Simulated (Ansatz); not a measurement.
# Ti2C, pressure series

Consider Ti$_{2}$C (space group Fd-3m, No. 227; a cell from a computed database, its experimental status unchecked).

```
CELL_PARAMETERS angstrom
      0.00000     4.27441     4.27441
      4.27441     0.00000     4.27441
      4.27441     4.27441     0.00000
ATOMIC_POSITIONS crystal
  Ti 0.35729 0.88090 0.88090
  Ti 0.36910 0.36910 0.89271
  Ti 0.88090 0.35729 0.88090
  Ti 0.36910 0.36910 0.36910
  Ti 0.88090 0.88090 0.88090
  Ti 0.36910 0.89271 0.36910
  Ti 0.88090 0.88090 0.35729
  Ti 0.89271 0.36910 0.36910
  C  0.12500 0.12500 0.12500
  C  0.62500 0.12500 0.12500
  C  0.12500 0.12500 0.62500
  C  0.12500 0.62500 0.12500
```

Cell and atoms are relaxed at each pressure.

Computed with PBEsol (Ansatz, a quantum-chemistry and plane-wave program; PAW; 420 eV plane waves; no SOC).

| pressure (GPa) | volume per atom (Å³/atom) |
|---|---|
| -2 | 13.196 |
| -1 | ? |
| 0 | 13.016 |
| 0.3 | 12.990 |
| 0.7 | 12.956 |
| 1.5 | 12.889 |
| 3 | 12.769 |
| 5 | 12.616 |
| 10 | 12.270 |

### Question
Fit the third-order Birch–Murnaghan form P(V) = (3B₀/2)[(V₀/V)^(7/3) − (V₀/V)^(5/3)]·[1 + (3/4)(B₀′ − 4)((V₀/V)^(2/3) − 1)] (squares taken in P) to the rows shown and predict the withheld row.

### Answer
Least squares on the printed values gives V₀ = 13.016 Å³/atom, B₀ = 150 GPa, B₀′ = 4.1; this predicts 13.104 Å³/atom, and the run gives 13.104 Å³/atom, in agreement.

Load acts through the strain it causes; cell and atoms are relaxed under it. No phonon test of stability was made. Competing high-pressure phases were not computed. The final runs are not spin-polarised.
